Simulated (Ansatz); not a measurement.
The reference is WC (space group P-6m2, No. 187; a = 2.899 Å, c = 2.827 Å; relaxed with 0.1 eV smearing). Axes: x lies along a and z along c of the hexagonal cell.

The values are results of DFT with PBEsol, PAW potentials and a 420 eV plane-wave cutoff in Ansatz (a first-principles code), no spin-orbit coupling, not measurements.

Base values:

```
Property                         Value
-----------------------------  -------
Pressure                       0.0 GPa
Shortest interatomic distance  2.191 Å
Band gap                          zero
```

One thing is altered: uniaxial strain ε_xx = +2.00 %, all other strain components held at zero, atoms relaxed at fixed cell.

### Question
What happens to the energy relative to the base?

### Answer
The energy goes up by 9.0 meV/atom.

### Question
Estimate the effect on the pressure.

### Answer
The pressure (mean of the normal stresses, compression positive) goes from zero to -7.3 GPa.

### Question
Predict the new shortest interatomic distance.

### Answer
The shortest interatomic distance increases by 0.005 Å to 2.196 Å.

### Question
What does the calculation give for the band gap after the change?

### Answer
The band gap is still zero.

No phonon test of stability was made. All final runs are without spin polarisation.
